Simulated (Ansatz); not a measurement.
The starting structures come from a database of crystals and need not be the phases stable at ambient conditions.

 Where the default PAW files enter, the runs use the earlier of Ansatz's two default sets.

Crystal: Rh$_{2}$O$_{3}$ (R-3c, corundum, not sure to be the ambient phase, 10 atoms a cell, 10.6 Å³ an atom); planes in its conventional cell.

The numbers are results of r2SCAN (plane waves, PAW; Ansatz, an electronic-structure program), not measurements.

The gap is the functional's own. No spin-orbit coupling. Mid-gap values are interpolated on the energy grid.

```tsv
plane	area of the cell (Å²)	mid-gap κ (1/Å)	largest κ in the gap (1/Å)
(001)	22.9	0.30	0.31
(101)	25.0	___	___
(110)	41.2	___	___
```

Q: The slowest decay depends on the direction. Supply the withheld values.

A: 
- (101), mid-gap κ (1/Å): 0.29
- (101), largest κ in the gap (1/Å): 0.29
- (110), mid-gap κ (1/Å): 0.26
- (110), largest κ in the gap (1/Å): 0.27
